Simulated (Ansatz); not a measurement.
Density of states of CdSe (F-43m) below the valence band maximum, Ansatz (a program for electronic structure) with r2SCAN with spin-orbit coupling, rigid bands; cell volume 57.7 Å³.

```csv
energy from edge (eV),10⁻³ states/eV/cell
0.006,34.9
0.031,83.5
0.056,119
0.081,152
0.106,185
0.131,219
0.156,256
0.181,293
0.206,335
0.231,381
0.256,428
0.281,479
0.319,554
0.344,603
0.369,659
0.394,708
0.419,758
0.444,806
0.469,855
0.494,906
0.519,956
0.544,1010
0.569,1060
0.594,1120
```

Task: What effective density of states at 300 K does this give (∫ g(E) exp(−E/k_BT) dE, both spins, divided by the cell's size)?

Result: 3.1e19 cm⁻³, a density-of-states mass of 1.16 mₑ, valleys and band degeneracy included.

Geometry: cell and atoms relaxed with r2SCAN.
